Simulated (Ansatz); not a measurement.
Take Cu₂O (space group Pn-3m, No. 224; a = 4.222 Å) as the base.

Modification: N takes the place of O on all its sites; the structure is relaxed again.

Levels (all Ansatz, an electronic-structure program, PAW, earlier PAW set): PBEsol (420 eV, no spin-orbit coupling); r2SCAN (500 eV, without spin-orbit coupling).

The geometry is relaxed with PBEsol.

PBEsol pressure: 0.0 GPa

### Question
How does going to r2SCAN change the pressure?

### Answer
The pressure goes from zero to 2.2 GPa.

Single points use the geometry relaxed with PBEsol. Their cutoffs differ, which shifts pressures a little. Whether these cells are dynamically stable was not tested. As relaxed here, Cu2N is a hypothetical phase, not in the database extracts checked. No Hubbard U is applied. The final runs are not spin-polarised. Cu2N has a high density of states at the Fermi level and may be magnetic at this level.
